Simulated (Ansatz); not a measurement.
**Bulk modulus B0 of MgAl₃N₃O (model structure, Pm, No. 6, 8 atoms in the cell) at several levels of theory**

No measured value is used here.

| level (code) | value (GPa) | cell (Å³/atom) |
|---|---|---|
| PBE (Ansatz) | 157 | 11.16 |
| PBEsol (Ansatz) | 164 | 10.93 |
| r²SCAN (Ansatz) | 173 | 10.87 |

PBE, PBEsol, r²SCAN: the bulk modulus is −V dP/dV from two relaxed cells at ±2 % in volume. Each level is taken at its own relaxed cell. Cutoffs differ between the levels. Ansatz's density-functional and Hartree–Fock values are scalar-relativistic unless marked +SOC, with PAW data made under PBE.

A model structure was made by putting elements into a prototype or built by hand; it is no filed structure, need not be a known phase, and can be a saddle point held by its symmetry.

Ansatz is an electronic-structure program.
